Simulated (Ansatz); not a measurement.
Consider BN in the zinc blende structure (space group F-43m, No. 216; a = 3.6247 Å).

Structures relaxed with PBE in Ansatz (plane waves to 420 eV, PAW, spin-orbit coupling left out).

Base:

Simulated powder pattern, Co Kα, λ = 1.79026 Å (kinematic, ideal powder, no thermal factors, no anomalous dispersion; the 8 strongest lines at most, above 2 %, up to 2θ = 90°):

| 2θ (°) | I/Imax (%) | hkl |
|---|---|---|
| 50.65 | 100 | (111) |
| 59.19 | 4.8 | (200) |
| 88.61 | 41 | (220) |

After one change:

Simulated powder pattern, Co Kα, λ = 1.79026 Å (kinematic, ideal powder, no thermal factors, no anomalous dispersion; the 8 strongest lines at most, above 2 %, up to 2θ = 90°):

| 2θ (°) | I/Imax (%) |
|---|---|
| 50.89 | 100 |
| 59.48 | 4.8 |
| 89.10 | 41 |

Which change produced these results?
(A) pressure 1.5 GPa
(B) pressure 0.3 GPa
(C) pressure 5 GPa
(D) pressure 3 GPa

C, pressure 5 GPa. Its volume per atom is 5.88 Å³ against 5.95 Å³, and its space group is F-43m (No. 216).

Load acts through the strain it causes; cell and atoms are relaxed under it. Whether these cells are dynamically stable was not tested. No other phases were tried under pressure.

Ansatz is a first-principles code.
